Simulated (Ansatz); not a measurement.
GeSb2Te4 (R-3m, No. 166, 7 atoms in the cell; start mp-1224370) was calculated with PBE (Ansatz, an electronic-structure program, PAW).

Settings: plane-wave cutoff 520 eV, 16×16×16 k mesh, Fermi–Dirac smearing 0.05 eV, scalar-relativistic PAW data made under PBE.

Cell (relaxed at this level):

```
GeSb2Te4
1.0
    2.16232     1.24842    13.14513
   -2.16232     1.24842    13.14513
    0.00000    -2.49684    13.14513
Ge Sb Te
1 2 4
Direct
  0.00000   0.00000   0.00000
  0.14103   0.14103   0.14103
  0.85897   0.85897   0.85897
  0.43006   0.43006   0.43006
  0.56994   0.56994   0.56994
  0.29180   0.29180   0.29180
  0.70820   0.70820   0.70820
```

Q: Estimate the bulk modulus that the calculation returns.

A: 
* **bulk modulus**: 46.1 GPa

The run finds no gap.

Note: the bulk modulus is −V dP/dV from two relaxed cells at ±2 % in volume; the relaxation could not lower the start's symmetry, so the cell can be a saddle point above a distorted one.

Spin–orbit coupling is not included; it can open a gap where bands touch, and shift volumes and moduli.

Static lattice: no zero-point or thermal effects.

It cost very roughly 40 core-minutes of CPU time.

A start named mp-… is a Materials Project structure, which need not be a measured phase.
